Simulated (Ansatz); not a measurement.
**InRh: response to strain**

The reference is InRh in the CsCl type structure (space group Pm-3m, No. 221; a = 3.1895 Å; relaxed with 0.1 eV smearing). Axes: x, y, z lie along the cube axes.

Strains are applied to the cell and any free atomic positions relax.

All numbers come from PBEsol in Ansatz (plane waves to 420 eV, PAW, spin-orbit coupling left out).

Candidates:
(a) isotropic strain +3.95 %
(b) uniaxial strain ε_yy = −1.71 %
(c) isotropic strain −0.46 %

Notes on the quantities. energy relative to the base: free energy F.

Task: Order them by energy relative to the base, highest first.

Result: (a) isotropic strain +3.95 % (+105 meV/atom), (b) uniaxial strain ε_yy = −1.71 % (+2.8 meV/atom), (c) isotropic strain −0.46 % (+1.7 meV/atom)

No phonon test of stability was made. All final runs are without spin polarisation.

Ansatz is an electronic-structure program.
